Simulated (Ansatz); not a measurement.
MgTe, response to strain

Consider MgTe in the zinc blende structure (space group F-43m, No. 216).

```
MgTe
1.0
    0.00000     3.25469     3.25469
    3.25469     0.00000     3.25469
    3.25469     3.25469     0.00000
Mg Te
1 1
Direct
  0.00000   0.00000   0.00000
  0.25000   0.25000   0.25000
```

Strains are applied to the cell and any free atomic positions relax.

Computed with Kohn–Sham DFT with the PBE functional, run in Ansatz (a first-principles code) with PAW and 420 eV plane waves, no spin-orbit coupling.

Candidates:
(a) isotropic strain −2.50 %
(b) isotropic strain −2.00 %
(c) isotropic strain +2.00 %

Notes on the quantities. energy relative to the base: free energy F.

Question: Order them by energy relative to the base, lowest first.

Answer: (c) isotropic strain +2.00 % (+12 meV/atom), (b) isotropic strain −2.00 % (+14 meV/atom), (a) isotropic strain −2.50 % (+22 meV/atom)

No phonon test of stability was made.
